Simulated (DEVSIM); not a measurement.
Device: Si n-p junction from an implanted or diffused profile, at 350 K.

| layer (left to right) | material | thickness (μm) | Na (cm⁻³) | τn (s) | τp (s) |
|---|---|---|---|---|---|
| 1 | Si | 15.0 | 1.3e16 | 4.4e-7 | 4.4e-7 |

Added donor profile: 1.4e19 cm⁻³ × exp(−(x − 0.063 μm)²/(2·(0.066 μm)²)). Left contact: ohmic. Right contact: ohmic. Voltage is applied to the left contact. Recombination: SRH at mid-gap, radiative. Gap narrowing is on: ΔEg = 6.92 meV × (l + √(l² + 0.5)), l = ln(N/1.3e17 cm⁻³), shared equally by both band edges. Mobility is μmin + (μ − μmin)/(1 + (N/Nref)^α).

Constants are typed, rounded textbook-type inputs, not results; the design itself was drawn at random and stands for no fabricated device. Values at 300 K; Nc and Nv go as T^1.5, mobilities as T to minus their exponent, the gap by Varshni's rule with the affinity fixed.

```tsv
parameter	Si
gap (eV)	1.124
affinity (eV)	4.05
permittivity	11.7
Nc (cm⁻³)	2.86e19
Nv (cm⁻³)	3.1e19
μn (cm²/Vs)	1417
μp (cm²/Vs)	470
μn,min	52
μp,min	45
Nref,n	9.7e16
Nref,p	2.2e17
αn	0.68
αp	0.72
T exponent of μn	2.3
T exponent of μp	2.2
B (cm³/s)	4.7e-15
Varshni α (eV/K)	0.000473
Varshni β (K)	636
```

DEVSIM, 1D drift-diffusion, Boltzmann statistics, complete ionisation; no tunnelling, impact ionisation, image-force lowering or self-heating.

Q: Give the small-signal capacitance in reverse bias (quasi-static).

A: 
```json
[
 {"V (V)": "0.4", "C (nF/cm²)": "30.6"},
 {"V (V)": "1", "C (nF/cm²)": "24.5"},
 {"V (V)": "2", "C (nF/cm²)": "19.5"},
 {"V (V)": "3", "C (nF/cm²)": "16.6"},
 {"V (V)": "4", "C (nF/cm²)": "14.8"},
 {"V (V)": "6", "C (nF/cm²)": "12.4"},
 {"V (V)": "8", "C (nF/cm²)": "10.9"},
 {"V (V)": "10", "C (nF/cm²)": "9.86"},
 {"V (V)": "13", "C (nF/cm²)": "8.73"},
 {"V (V)": "16", "C (nF/cm²)": "7.91"}
]
```
